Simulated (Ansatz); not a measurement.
The parent structure is InAs in the zinc blende structure (space group F-43m, No. 216; a = 6.186 Å).

Calculations: PBE (Ansatz, a program for electronic structure; PAW; 420 eV plane waves; without spin-orbit coupling).

For the base:

| Item | Value |
|---|---|
| Band gap | zero |

One thing is altered: every lattice vector is stretched by 2.81 %, atoms relaxed at fixed cell.

Q: What happens to the energy relative to the base and band gap?

A: The energy increases by 29 meV/atom; the band gap remains zero.

A case with no gap was solved on a k-mesh chosen for an insulator, which is coarse for it. The cells carry an imposed strain or load. Stability against distortions was not tested. All final runs are without spin polarisation. The zero or small gap of InAs can change with the level of theory.
